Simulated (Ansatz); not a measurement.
The parent structure is MoTe$_{2}$ (space group P6_3/mmc, No. 194; layered, stacked along the Cartesian z axis).

```
MoTe2
1.0
    3.43402     0.00000     0.00000
   -1.71701     2.97395     0.00000
    0.00000     0.00000    13.32941
Te Mo
4 2
Cartesian
  1.71701   0.99132   5.14791
  0.00000   1.98263  11.81262
  0.00000   1.98263   8.18149
  1.71701   0.99132   1.51679
  1.71701   0.99132   9.99706
  0.00000   1.98263   3.33235
```

Cartesian axes are those of the cell as printed.

Computed with PBEsol-D3(BJ) (Ansatz, a first-principles code), no spin-orbit coupling.

Strains are applied to the cell and any free atomic positions relax.

One change was made to it. Results:

The band gap goes up by 0.22 eV, from 0.33 eV to 0.55 eV; the pressure (mean of the normal stresses, compression positive) goes from zero to -1.01 GPa; the energy grows by 3.7 meV/atom; the gap character remains indirect, K–Γ (81 % along) → K–Γ (44 % along).

Question: What was done to the base?
A. uniaxial strain ε_zz = +3.00 %
B. uniaxial strain ε_zz = +1.20 %
C. uniaxial strain ε_zz = +1.80 %
D. uniaxial strain ε_zz = +2.40 %
E. uniaxial strain ε_zz = +0.60 %

Answer: D, uniaxial strain ε_zz = +2.40 %. For comparison, the band gap in the other runs: uniaxial strain ε_zz = +0.60 % gives 0.38 eV; uniaxial strain ε_zz = +1.20 % gives 0.44 eV; uniaxial strain ε_zz = +1.80 % gives 0.49 eV; uniaxial strain ε_zz = +3.00 % gives 0.60 eV.

Spin-orbit coupling, missing from the scalar runs, can matter with Te. Gaps are Kohn–Sham eigenvalue differences; semilocal functionals usually give less than the measured gap. No phonon test of stability was made.
